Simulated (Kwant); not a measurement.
Device: Ge/Si0.2Ge0.8 stack with 3 barriers. One parabolic valley. Leads of mass 0.12 mₑ with the band edge at 0; grid 0.1 nm; bias swept from 0.0048 to 0.18 V, dropping linearly over the stack. Emitter Fermi level 0.015 eV, 4 K, equal in the collector.

```json
[
 {"layer": "1", "thickness (nm)": "2.4", "band offset (eV)": "0.12", "mass (mₑ)": "0.14"},
 {"layer": "2", "thickness (nm)": "8.7", "band offset (eV)": "0", "mass (mₑ)": "0.12"},
 {"layer": "3", "thickness (nm)": "2.4", "band offset (eV)": "0.12", "mass (mₑ)": "0.14"},
 {"layer": "4", "thickness (nm)": "8.7", "band offset (eV)": "0", "mass (mₑ)": "0.12"},
 {"layer": "5", "thickness (nm)": "2.4", "band offset (eV)": "0.12", "mass (mₑ)": "0.14"}
]
```

Constants are typed, rounded textbook-type inputs, not results; the design itself was drawn at random and stands for no fabricated device.

Kwant, one-band effective-mass tight-binding model in one dimension, coherent, no space charge, current by the Tsu-Esaki formula.

Sweep values stay those of the base run.

The height of the first barrier was swept, all else fixed.

```tsv
height of the first barrier (eV)	J (A/cm²) at bias = 0.1800 V	J (A/cm²) at bias = 0.1317 V	J (A/cm²) at bias = 0.08938 V
0.072	4510	2610	4960
0.096	2130	1480	2910
0.12	1150	899	1820
0.14	737	622	1280
```

From the first row to the last the J at bias = 0.1800 V goes from 4510 to 737. From the first row to the last the J at bias = 0.1317 V goes from 2610 to 622.
